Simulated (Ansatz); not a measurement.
Na2Te: response to strain

Start from Na$_{2}$Te in the anti-fluorite structure (space group Fm-3m, No. 225; a = 7.246 Å). Axes: x, y, z lie along the cube axes.

Strains are applied to the cell and any free atomic positions relax; under biaxial strain the out-of-plane vector relaxes too.

Calculations: PBEsol (Ansatz, a quantum-chemistry and plane-wave program), spin-orbit coupling left out.

Candidates:
(a) biaxial strain −3.00 %, plane normal [001], relaxed out of plane
(b) biaxial strain +2.50 %, plane normal [001], relaxed out of plane
(c) biaxial strain +2.00 %, plane normal [001], relaxed out of plane

Task: Order them by out-of-plane strain, highest first.

Result: (a) biaxial strain −3.00 %, plane normal [001], relaxed out of plane (+2.42 %), (c) biaxial strain +2.00 %, plane normal [001], relaxed out of plane (-1.46 %), (b) biaxial strain +2.50 %, plane normal [001], relaxed out of plane (-1.82 %)

Stability against distortions was not tested.
